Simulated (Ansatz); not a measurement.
Given:

```yaml
crystal:
  lattice:
    - [2.50748, 1.44770, 4.51469]
    - [-2.50748, 1.44770, 4.51469]
    - [0.00000, -2.89539, 4.51469]
  atoms:
    - { symbol: Li, position: [0.70038, 0.70038, 0.70038] }
    - { symbol: Li, position: [0.20038, 0.20038, 0.20038] }
    - { symbol: Nb, position: [0.98448, 0.98448, 0.98448] }
    - { symbol: Nb, position: [0.48448, 0.48448, 0.48448] }
    - { symbol: O, position: [0.60614, 0.88843, 0.27028] }
    - { symbol: O, position: [0.88843, 0.27028, 0.60614] }
    - { symbol: O, position: [0.27028, 0.60614, 0.88843] }
    - { symbol: O, position: [0.77028, 0.38843, 0.10614] }
    - { symbol: O, position: [0.38843, 0.10614, 0.77028] }
    - { symbol: O, position: [0.10614, 0.77028, 0.38843] }
```

No spin polarisation.

All numbers come from DFT with PBE, PAW potentials and a 420 eV plane-wave cutoff in Ansatz (a first-principles code), no spin-orbit coupling, earlier PAW set. Settings: 8×8×8 k-points, 0.05 eV Fermi–Dirac smearing.

Question: Predict the space group.

Answer: R3c (No. 161).

Question: Predict the pressure (mean of the normal stresses, compression positive).

Answer: 13.73 GPa.

The cells carry an imposed strain or load. No phonon test of stability was made. The cell was made from LiNbO3 (space group R3c, No. 161) by this change: isotropic strain −3.37 %.
